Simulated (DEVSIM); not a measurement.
Device: Pt/Si3N4/p-Si capacitor, at 250 K.

```
layer (left to right)  material  thickness (nm)  Na (cm⁻³)
---------------------  --------  --------------  ---------
1                         Si3N4            12.0          -
2                            Si            3800     2.3e16
```

Metal gate on the left, work function 5.6 eV. Fixed charge at the semiconductor interface 2.1e11 cm⁻² (in units of +e); no interface traps.

Constants are typed, rounded textbook-type inputs, not results; the design itself was drawn at random and stands for no fabricated device. Values at 300 K; Nc and Nv go as T^1.5, mobilities as T to minus their exponent, the gap by Varshni's rule with the affinity fixed.

```csv
parameter,Si3N4,Si
gap (eV),5.1,1.124
affinity (eV),2.1,4.05
permittivity,7.5,11.7
Nc (cm⁻³),-,2.86e19
Nv (cm⁻³),-,3.1e19
Varshni α (eV/K),-,0.000473
Varshni β (K),-,636
```

Model (solved in DEVSIM): 1D Poisson equation in equilibrium, Boltzmann statistics, complete ionisation; no quantum confinement or tunnelling. Metal contacts follow the ideal Schottky-Mott rule: no Fermi-level pinning, no interface dipoles.

The substrate doping was swept, all else fixed.

| substrate doping (cm^-3) | flat-band voltage (V) | threshold voltage (band bending 2φF) (V) | minimum of the low-frequency capacitance (μF/cm²) |
|---|---|---|---|
| 1.2e15 | 0.57 | 1.31 | 0.0128 |
| 2.3e15 | 0.55 | 1.33 | 0.0175 |
| 4.6e15 | 0.54 | 1.37 | 0.0237 |
| 1.2e16 | 0.52 | 1.43 | 0.0362 |
| 2.3e16 | 0.50 | 1.49 | 0.0477 |
| 4.6e16 | 0.49 | 1.56 | 0.0650 |

From the first row to the last the flat-band voltage goes from 0.57 to 0.49. From the first row to the last the threshold voltage (band bending 2φF) goes from 1.31 to 1.56.
